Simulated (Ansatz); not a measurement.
Start from Ta in the bcc (W type) structure (space group Im-3m, No. 229; a = 3.282 Å). Axes: x, y, z lie along the cube axes.

Computed with PBEsol in Ansatz (plane waves to 420 eV, PAW, spin-orbit coupling left out).

Strains are applied to the cell and any free atomic positions relax; under biaxial strain the out-of-plane vector relaxes too.

One change was made to it. Results:

```json
[
 {"quantity": "pressure (mean of the normal stresses, compression positive)", "base": "0.0 GPa", "after": "-5.6 GPa"},
 {"quantity": "energy relative to the base (free energy F)", "base": "0 meV/atom", "after": "+42 meV/atom"},
 {"quantity": "volume per atom", "base": "17.68 Å³", "after": "18.22 Å³"}
]
```

**Question.** What was done to the base?
A) biaxial strain −4.13 %, plane normal [110], relaxed out of plane
B) isotropic strain +2.91 %
C) biaxial strain +3.89 %, plane normal [110], relaxed out of plane

**Answer.** C, biaxial strain +3.89 %, plane normal [110], relaxed out of plane. For comparison, the energy relative to the base in the other runs: biaxial strain −4.13 %, plane normal [110], relaxed out of plane gives +63 meV/atom; isotropic strain +2.91 % gives +81 meV/atom.

Without a gap, meshes like the base's 20×20×20 leave anisotropic stresses uncertain by several tenths of a GPa, and small strain energies with them. Stability against distortions was not tested. All final runs are without spin polarisation.

Ansatz is a quantum-chemistry and plane-wave program.
